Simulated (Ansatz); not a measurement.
# MgTe in the wurtzite structure (space group P6_3mc, No. 186)

```
CELL_PARAMETERS angstrom
      4.56094     0.00000     0.00000
     -2.28047     3.94989     0.00000
      0.00000     0.00000     7.41296
ATOMIC_POSITIONS crystal
  Mg 0.66667 0.33333 0.00098
  Mg 0.33333 0.66667 0.50098
  Te 0.66667 0.33333 0.62422
  Te 0.33333 0.66667 0.12422
```

Level of theory: PBEsol in Ansatz (plane waves to 420 eV, PAW, no SOC). Settings: 8×8×5 k-points, 0.05 eV Fermi–Dirac smearing.

```yaml
volume_per_atom: 33.39 Å³
density: 3.78 g/cm³
band_gap: 2.39 eV, direct at Γ
electron_mass: 0.15 mₑ along c, 0.17 mₑ across
total_energy: -4407.609 eV/atom (σ→0; compares only within this code and set-up)
```

Spin-orbit coupling, missing from the scalar runs, can matter with Te. Effective masses come from finite differences of ±0.01 Å⁻¹. Whether these cells are dynamically stable was not tested.

Ansatz is a quantum-chemistry and plane-wave program.
